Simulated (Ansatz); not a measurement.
The parent structure is MoS₂ in the 3R-MoS2 type structure (space group R3m, No. 160; layered, stacked along the Cartesian z axis).

```
CELL_PARAMETERS angstrom
      1.58761     0.91661     6.19494
     -1.58761     0.91661     6.19494
      0.00000    -1.83321     6.19494
ATOMIC_POSITIONS crystal
  Mo 0.00000 0.00000 0.00000
  S  0.75030 0.75030 0.75030
  S  0.58300 0.58300 0.58300
```

Cartesian axes are those of the cell as printed.

All numbers come from Ansatz (a quantum-chemistry and plane-wave program), r2SCAN+rVV10, PAW, cutoff 500 eV, scalar-relativistic without spin-orbit coupling.

It is then changed as follows: the cell is scaled by 0.9900 in all directions; the atoms relax in the strained cell.

Problem. Predict the stress tensor and what it implies for the stiffness.

Solution. Stress of the strained cell less that of the base (GPa, compression positive):
```
   3.27    0.00    0.00
   0.00    3.27    0.00
   0.00    0.00    0.84
```

Then B = −ΔP/(ΔV/V₀) with ΔV/V₀ = -0.0297 gives secant stiffness values (nonlinear terms included at this strain): B (at held cell shape, above the free-shape value) ≈ 83 GPa.

Stability against distortions was not tested.
